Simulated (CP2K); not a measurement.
A self-consistent single point of In (I4/mmm, 1 atom in the cell) with CP2K.

Level of theory: PBE, GPW, DZVP-MOLOPT-SR-GTH basis, GTH-PBE potentials (GTH_POTENTIALS) in CP2K.

```
CELL_PARAMETERS angstrom
      3.38754     0.00000     0.00000
      0.25076     3.37825     0.00000
     -1.81915    -1.68912     2.30499
ATOMIC_POSITIONS crystal
  In 0.00000 0.00000 0.00000
```

Reference input (self-consistent single point, DFT PBE, GPW, DZVP-MOLOPT-SR-GTH basis, GTH-PBE potentials (GTH_POTENTIALS)): CUTOFF = 500 Ry; REL_CUTOFF = 50 Ry; SMEAR/METHOD = FERMI_DIRAC; ELECTRONIC_TEMPERATURE = 1160.45 K; KPOINTS/SCHEME = MONKHORST-PACK 7 7 7; XC_FUNCTIONAL = PBE; In/BASIS_SET = DZVP-MOLOPT-SR-GTH; In/POTENTIAL = GTH-PBE-q13; METHOD = GPW; EPS_DEFAULT = 1e-11; NGRIDS = 5; SCF_GUESS = ATOMIC. This run's input differs from it in these lines:

```diff
@@ -40,3 +40,3 @@
     &KPOINTS
-      SCHEME MONKHORST-PACK 7 7 7
+      SCHEME MONKHORST-PACK 8 8 8
     &END KPOINTS
```

The program printed (abridged):

```
 SCF WAVEFUNCTION OPTIMIZATION

  Step     Update method      Time    Convergence         Total energy    Change
     1 NoMix/Diag. 0.30E+00      -     0.92626476       -56.3797422372 -5.64E+01
     2 Broy./Diag. 0.30E+00      -     0.00965480       -56.4459351723 -6.62E-02
     3 Broy./Diag. 0.30E+00      -     0.02678006       -56.3565368745  8.94E-02
     4 Broy./Diag. 0.30E+00      -     0.00332631       -56.3057426019  5.08E-02
     5 Broy./Diag. 0.30E+00      -     0.00046733       -56.3141912120 -8.45E-03
     6 Broy./Diag. 0.30E+00      -     0.00005005       -56.3151276562 -9.36E-04
     7 Broy./Diag. 0.30E+00      -     0.00002140       -56.3150175599  1.10E-04
     8 Broy./Diag. 0.30E+00      -     0.00004072       -56.3149574643  6.01E-05
     9 Broy./Diag. 0.30E+00      -     0.00000053       -56.3149494951  7.97E-06
  *** SCF run converged in     9 steps ***

  Overlap energy of the core charge distribution:               0.00000000000001
  Self energy of the core charge distribution:                -89.95098077318002
  Core Hamiltonian energy:                                     28.11714178306806
  Hartree energy:                                              12.95296686178694
  Exchange-correlation energy:                                 -7.43336440740192
  Electronic entropic energy:                                  -0.00071295920170
  Fermi energy:                                                 0.25283904169332

  Total energy:                                               -56.31494949512373
  Total energy (extrapolated to T->0):                        -56.31459301552287

   [... lines left out ...]

 STRESS| Analytical stress tensor [bar]
 STRESS|                        x                   y                   z
 STRESS|      x        2.32571252054E+04   2.47729267914E+03   2.93688840692E-01
 STRESS|      y        2.47729267914E+03   2.28894238590E+04   2.01850101895E-01
 STRESS|      z        2.93688840692E-01   2.01850101895E-01   2.05895616691E+04
 STRESS| 1/3 Trace                                             2.22453702445E+04
```

The run converged in 9 iterations. Against the reference run the free energy goes up by 3.5 meV/atom and the pressure goes from 1.63 to 2.22 GPa.

The starting cell has typed, rounded lattice constants, without a prior relaxation at this level. Its lattice was rescaled by up to half a per cent. Values carry the incompleteness of an atom-centred basis.

Cost on one core of a shared machine: roughly 40 s.
